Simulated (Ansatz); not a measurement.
The reference is Re in the hcp (Mg type) structure (space group P6_3/mmc, No. 194; a = 2.752 Å, c = 4.440 Å; relaxed with 0.1 eV smearing). Axes: x lies along a and z along c of the hexagonal cell.

All numbers come from plane-wave PAW DFT at the PBEsol level (Ansatz, a first-principles code, 420 eV), scalar-relativistic without spin-orbit coupling.

Before the change:

| Property | Result |
|---|---|
| Shortest interatomic distance | 2.730 Å |

Now apply this change: a pure shear with ε_xz = ε_zx = 0.0114, atoms relaxed at fixed cell.

### Question
What does the calculation give for the energy relative to the base, shortest interatomic distance and stress after the change?

### Answer
The energy increases by 4.1 meV/atom; the shortest interatomic distance shrinks by 0.025 Å, from 2.730 Å to 2.705 Å; the stress (xx, yy, zz, yz, xz, xy; compression positive) amounts to (0.1, 0.2, 0.2, 0.0, -3.9, 0.0) GPa.

The cells carry an imposed strain or load. No phonon test of stability was made. The final runs are not spin-polarised.
